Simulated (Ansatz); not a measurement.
## Ta, response to strain

Consider Ta in the bcc (W type) structure (space group Im-3m, No. 229; a = 3.306 Å; relaxed with 0.1 eV smearing). Axes: x, y, z lie along the cube axes.

Strains are applied to the cell and any free atomic positions relax; under biaxial strain the out-of-plane vector relaxes too.

Computed with DFT with r2SCAN, PAW potentials and a 500 eV plane-wave cutoff in Ansatz (a first-principles code), no SOC, earlier PAW set.

Notes on the quantities. energy relative to the base: free energy F.

| case | space group | energy relative to the base | shortest interatomic distance |
|---|---|---|---|
| base | Im-3m (No. 229) | 0 meV/atom | 2.863 Å |
| biaxial strain −1.24 %, plane normal [001], relaxed out of plane | I4/mmm (No. 139) | +4.2 meV/atom | 2.855 Å |
| biaxial strain +2.14 %, plane normal [001], relaxed out of plane | I4/mmm (No. 139) | +11 meV/atom | 2.880 Å |
| biaxial strain −0.25 %, plane normal [111], relaxed out of plane | R-3m (No. 166) | +0.2 meV/atom | 2.858 Å |
| isotropic strain −1.22 % | Im-3m (No. 229) | +16 meV/atom | 2.828 Å |
| isotropic strain +0.66 % | Im-3m (No. 229) | +4.4 meV/atom | 2.882 Å |
| uniaxial strain ε_xx = −1.32 % | I4/mmm (No. 139) | +2.8 meV/atom | 2.851 Å |
| uniaxial strain ε_yy = −2.79 % | I4/mmm (No. 139) | +13 meV/atom | 2.837 Å |
| uniaxial strain ε_zz = +2.77 % | I4/mmm (No. 139) | +11 meV/atom | 2.890 Å |
| tensor shear ε_xy = −0.38 % | Fmmm (No. 69) | +0.2 meV/atom | 2.856 Å |

Stability against distortions was not tested. The final runs are not spin-polarised.
